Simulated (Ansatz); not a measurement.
Start from BeTe in the zinc blende structure (space group F-43m, No. 216).

```cif
data_BeTe
_chemical_formula_sum 'Te1 Be1'
_space_group_name_H-M_alt 'P 1'
_space_group_IT_number 1
_cell_length_a 4.00481
_cell_length_b 4.00481
_cell_length_c 4.00481
_cell_angle_alpha 60.000
_cell_angle_beta 60.000
_cell_angle_gamma 60.000
loop_
_space_group_symop_operation_xyz
  'x, y, z'
loop_
_atom_site_label
_atom_site_type_symbol
_atom_site_fract_x
_atom_site_fract_y
_atom_site_fract_z
_atom_site_occupancy
Te1 Te 0.75000 0.75000 0.75000 1
Be1 Be 0.00000 0.00000 0.00000 1
```

Levels (all Ansatz, a program for electronic structure, PAW): PBE (420 eV, no spin-orbit coupling); r2SCAN (500 eV, no spin-orbit coupling); HSE06 (420 eV, spin-orbit coupling left out); PBE+SOC (420 eV, with spin-orbit coupling).

Levels that relaxed their own cell: PBE.

```
level    band gap  lattice parameter a
-------  --------  -------------------
PBE       2.03 eV              5.664 Å
r2SCAN    2.38 eV                    –
HSE06     2.70 eV                    –
PBE+SOC   1.74 eV                    –
```

Task: From these computed values, estimate the measured ones, and say how each level misses.

Result: Measured: band gap 2.8 eV (temperature not stated; as listed in Das, Protik, Mohammadi, Mohammad, Bazhirov, Timur, arXiv (2018)); lattice parameter a 5.626 Å (temperature not stated; as listed in Fabio Bernardini, Maria Peressi, Vincenzo Fiorentini, Phys. Rev. B (2000)). Computed minus measured — band gap: PBE -0.77 eV, r2SCAN -0.42 eV, HSE06 -0.10 eV, PBE+SOC -1.06 eV (closest: HSE06); lattice parameter a: PBE +0.7 %. Measured values not marked as corrected hold thermal and zero-point effects that the static-lattice runs lack. A measured gap can be an optical one, lowered by exciton binding. Levels without spin-orbit coupling miss its lowering of the gap, often about a third of the valence-band splitting.

Single points use the geometry relaxed with PBE. HSE06 gaps are upper bounds (no full band path). Differences between runs with and without spin-orbit coupling are approximate. Spin-orbit coupling, missing from the scalar runs, can matter with Te. Whether these cells are dynamically stable was not tested.
